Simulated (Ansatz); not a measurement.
## A computed series for SnTe: response to strain

Consider SnTe in the rock salt structure (space group Fm-3m, No. 225).

SnTe has the cubic space group Fm-3m (No. 225), the rock salt structure, Pearson symbol cF8. Lattice parameters: a = b = c = 6.2348 Å, α = β = γ = 90.00°. Sn on 4a is surrounded by 6 Te at 3.117 Å (octahedral). Te on 4b is coordinated by 6 Sn at 3.117 Å (octahedral). (Neighbours: up to the widest gap in distance over summed covalent radii, below 1.35, at either atom; cation-cation and far metal-metal contacts left out.)
(The calculation used a cell of 2 atoms; values per cell refer to that cell.)

Strains are applied to the cell and any free atomic positions relax.

The values are results of LDA, PAW, 420 eV (Ansatz, an electronic-structure program; no spin-orbit coupling), not measurements.

Notes on the quantities. energy relative to the base: free energy F.

| case | volume per atom | pressure | energy relative to the base |
|---|---|---|---|
| base | 30.30 Å³ | 0.0 GPa | 0 meV/atom |
| isotropic strain +2.00 % | 32.15 Å³ | -2.6 GPa | +16 meV/atom |
| isotropic strain +2.50 % | 32.63 Å³ | -3.2 GPa | +25 meV/atom |
| isotropic strain +3.00 % | 33.11 Å³ | -3.7 GPa | +35 meV/atom |

With Te present, leaving out spin-orbit coupling can change the band edges. Whether these cells are dynamically stable was not tested. The final runs are not spin-polarised.
